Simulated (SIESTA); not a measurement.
A self-consistent single point of NbPb3 (Pm-3m, 4 atoms in the cell) with SIESTA.

Level of theory: SIESTA 5.4.2 with GGA PBE, numerical atomic orbitals DZP, PseudoDojo PBE standard norm-conserving potentials (rewritten from UPF to PSML).

The change in words: lattice scaled by 1.015. Reference geometry:
```xyz
4
Lattice="4.7332 0.0000 0.0000 0.0000 4.7332 0.0000 0.0000 0.0000 4.7332" Properties=species:S:1:pos:R:3 pbc="T T T"
Pb     0.0000     2.3666     2.3666
Pb     2.3666     2.3666     0.0000
Pb     2.3666     0.0000     2.3666
Nb     0.0000     0.0000     0.0000
```

Reference input (self-consistent single point, DFT, GGA PBE, numerical atomic orbitals DZP, PseudoDojo PBE standard norm-conserving potentials (rewritten from UPF to PSML)): XC.functional = GGA; XC.authors = PBE; potentials = PseudoDojo PBE standard; PAO.BasisSize = DZP; PAO.EnergyShift = 0.01 Ry; MeshCutoff = 400 Ry; kgrid.MonkhorstPack = 9 9 9 shifted by 0.5 0.5 0.5; OccupationFunction = FD; ElectronicTemperature = 100 meV; MaxSCFIterations = 150; SCF.Mixer.Method = Pulay; SCF.Mixer.Weight = 0.2. This run's input differs from it in these lines:

```diff
@@ -10,3 +10,3 @@
 %endblock ChemicalSpeciesLabel
-LatticeConstant              4.733181 Ang
+LatticeConstant              4.804179 Ang
 %block LatticeVectors
```

Log, with long lists cut:

```
        iscf     Eharris(eV)        E_KS(eV)     FreeEng(eV)     dDmax    Ef(eV) dHmax(eV)
   scf:    1    -7352.736192    -7379.982984    -7380.075880  0.883321 -1.929366 20.493076
   scf:    2    -7380.344008    -7391.292895    -7391.522405  0.490152 -3.248681  5.356170
   scf:    3    -7392.921026    -7393.421345    -7393.632869  0.198036 -2.844072  2.762070
   scf:    4    -7390.247614    -7392.702646    -7392.945338  0.159253 -3.412683  5.278379
   scf:    5    -7394.183033    -7393.606174    -7393.839995  0.043257 -3.231729  2.192185
   scf:    6    -7393.761561    -7393.796169    -7394.020507  0.039142 -3.104802  0.357906
   scf:    7    -7393.800348    -7393.798444    -7394.023115  0.002792 -3.104894  0.279520
   scf:    8    -7393.799167    -7393.800218    -7394.026117  0.004578 -3.121412  0.008204
   scf:    9    -7393.800291    -7393.800256    -7394.026120  0.000145 -3.121286  0.001068
   scf:   10    -7393.800254    -7393.800255    -7394.026120  0.000030 -3.121448  0.000446
SCF Convergence by DM+H criterion
max |DM_out - DM_in|         :     0.0000303519
max |H_out - H_in|      (eV) :     0.0004463198
SCF cycle converged after 10 iterations

Using DM_out to compute the final energy and forces

siesta: E_KS(eV) =            -7393.8003

siesta: E_KS - E_eggbox =     -7393.8003

siesta: Atomic forces (eV/Ang):
     1    0.000000    0.000000    0.000000
     2   -0.000000   -0.000000    0.000000
     3   -0.000000    0.000000    0.000000
     4   -0.000000    0.000000   -0.000000
   Tot    0.000000    0.000000   -0.000000
   Max    0.000000
   Res    0.000000    sqrt( Sum f_i^2 / 3N )
   Max    0.000000    constrained

Stress tensor Voigt[x,y,z,yz,xz,xy] (kbar):       13.26       13.26       13.26       -0.00        0.00       -0.00
(Free)E + p*V (eV/cell)    -7394.9439
   [... lines left out ...]
siesta: FreeEng =     -7394.026120
   [... lines left out ...]
siesta:     0.008278   -0.000000    0.000000
siesta:    -0.000000    0.008278   -0.000000
siesta:     0.000000   -0.000000    0.008278

siesta: Cell volume =        110.881104 Ang**3

siesta: Pressure (static):
siesta:                Solid            Molecule  Units
siesta:          -0.00009015         -0.00009015  Ry/Bohr**3
siesta:          -0.00827757         -0.00827757  eV/Ang**3
siesta:         -13.26213062        -13.26213062  kBar
```

The run converged in 10 iterations. Against the reference run the free energy goes up by 1.3 meV/atom and the pressure goes from 0.94 to -1.33 GPa.

The starting cell was generated: these elements placed on a structure prototype, without a prior relaxation; it need not be a known phase or ordering of this composition. For this run, on top of that: lattice scaled by 1.015. Spin polarisation is off. Values carry the incompleteness of an atom-centred basis.

Cost on one core of a shared machine: roughly 70 s.
